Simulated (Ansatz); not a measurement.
The reference is Cu in the fcc (Cu type) structure (space group Fm-3m, No. 225; a = 3.5638 Å).

Structures relaxed with PBEsol (Ansatz, a first-principles code, PAW, no spin-orbit coupling).

Base:

Simulated powder pattern, Cu Kα1, λ = 1.54056 Å (kinematic, ideal powder, no thermal factors, no anomalous dispersion; the 14 strongest lines at most, above 2 %, up to 2θ = 90°):

| 2θ (°) | I/Imax (%) | hkl |
|---|---|---|
| 43.97 | 100 | (111) |
| 51.23 | 47 | (200) |
| 75.37 | 26 | (220) |

It is then changed as follows: full substitution Cu → Au, then cell and atoms are relaxed.

Q: Predict the new powder pattern.

A: 
Simulated powder pattern, Cu Kα1, λ = 1.54056 Å (kinematic, ideal powder, no thermal factors, no anomalous dispersion; the 14 strongest lines at most, above 2 %, up to 2θ = 90°):

```tsv
2θ (°)	d (Å)	I/Imax (%)	hkl
38.14	2.358	100	(111)
44.33	2.042	49	(200)
64.49	1.444	33	(220)
77.46	1.231	40	(311)
81.60	1.179	12	(222)
```

The indices refer to each structure's own conventional cell; one index is shown for lines that coincide.

Stability against distortions was not tested. All final runs are without spin polarisation.
